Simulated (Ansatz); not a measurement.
Convergence study of the plane-wave cutoff for TaBe₂ (R3m, 6 atoms in the cell)

```yaml
crystal:
  lattice:
    - [0.00000, 3.24610, 3.24610]
    - [3.24610, 0.00000, 3.24610]
    - [3.24610, 3.24610, 0.00000]
  atoms:
    - { symbol: Ta, position: [0.75445, 0.75445, 0.75445] }
    - { symbol: Ta, position: [0.50000, 0.50000, 0.50000] }
    - { symbol: Be, position: [0.12500, 0.62500, 0.12500] }
    - { symbol: Be, position: [0.12500, 0.12500, 0.12500] }
    - { symbol: Be, position: [0.62500, 0.12500, 0.12500] }
    - { symbol: Be, position: [0.12500, 0.12500, 0.62500] }
```

Level of theory: PBEsol, default PAW files made with PBE (plane waves; Ansatz, a first-principles code).

Base settings: basis.ecutwfc = 420 eV; kpoints.mp_grid.grid = 8 8 8; hamiltonian.xc = pbesol; hamiltonian.pseudopotentials = {kind: paw} (the program's default PAW files); scf.occupations.method = fermi_dirac; scf.occupations.width = 0.1 eV.

The second cell is the first with its lattice scaled by 0.98.

The mesh stays at the base's, so the ladder's end is converged at best in this setting alone.

The first pressure column holds Ansatz's estimate of the finite-basis (Pulay) stress, which hides part of the cutoff error; the other is without it.

Only quantities that move along the ladder and can be compared are tabulated.

The count of work is k-points × plane waves × bands × iterations; it is no time. 

The starting cell comes from a database of computed structures (which also holds hypothetical and non-ambient phases and stackings), without a prior relaxation at this level. Its lattice was rescaled by up to half a per cent. One atom was moved a little off its site on purpose. Spin polarisation is off.

| basis.ecutwfc | free energy less the last step's (meV/atom) | energy of the compressed cell less the first (meV/atom) | pressure (GPa) | pressure without the Pulay estimate (GPa) | largest difference of a force vector from the last step's (eV/Å) | count of work / last |
|---|---|---|---|---|---|---|
| 145 eV | 3533.07 | -3.11 | -11.69 | -169.22 | 0.082 | 0.066 |
| 170 eV | 1538.78 | -8.26 | -6.05 | -91.31 | 0.214 | 0.066 |
| 190 eV | 736.63 | 17.42 | -1.11 | -51.61 | 0.123 | 0.082 |
| 210 eV | 328.06 | 20.67 | -0.24 | -27.29 | 0.044 | 0.091 |
| 230 eV | 137.70 | 20.02 | -0.46 | -13.69 | 0.012 | 0.11 |
| 250 eV | 55.63 | 19.29 | -0.72 | -6.78 | 0.011 | 0.12 |
| 295 eV | 9.08 | 16.80 | -1.42 | -2.16 | 0.004 | 0.15 |
| 335 eV | 3.69 | 16.61 | -1.46 | -1.69 | 0.000 | 0.19 |
| 380 eV | 1.34 | 16.65 | -1.44 | -1.57 | 0.000 | 0.23 |
| 420 eV | 0.43 | 16.66 | -1.44 | -1.49 | 0.000 | 0.27 |
| 460 eV | 0.23 | 16.63 | -1.45 | -1.45 | 0.000 | 0.29 |
| 505 eV | 0.19 | 16.63 | -1.45 | -1.45 | 0.000 | 0.36 |
| 565 eV | 0.12 | 16.63 | -1.45 | -1.45 | 0.000 | 0.41 |
| 630 eV | 0.07 | 16.63 | -1.45 | -1.45 | 0.000 | 0.49 |
| 735 eV | 0.04 | 16.63 | -1.45 | -1.45 | 0.000 | 0.62 |
| 840 eV | 0.02 | 16.63 | -1.45 | -1.45 | 0.000 | 0.75 |
| 1010 eV | 0.00 | 16.62 | -1.45 | -1.45 | 0.000 | 1.0 |

Coarsest basis.ecutwfc that holds the forces within 0.005 eV/Å of the last step, with all finer ones: 295 eV, at 0.15 of the last step's count of work; the step before is off by 0.011 eV/Å.

Coarsest basis.ecutwfc that holds the energy of the compressed cell less the first within 1 meV/atom of the last step, with all finer ones: 295 eV, at 0.15 of the last step's count of work; the step before is off by 2.7 meV/atom.

Coarsest basis.ecutwfc that holds the free energy within 0.5 meV/atom of the last step, with all finer ones: 420 eV, at 0.27 of the last step's count of work; the step before is off by 1.3 meV/atom.

The energy difference between the two cells stays within 1 meV/atom of the last step's from 295 eV on, the total only from 420 eV on: much of the error is common to both cells and cancels.

At the lowest cutoff the pressure without the Pulay estimate lies 168 GPa under the last step's, the usual sign of Pulay stress in an incomplete plane-wave basis.

Keys are those of Ansatz 0.2.
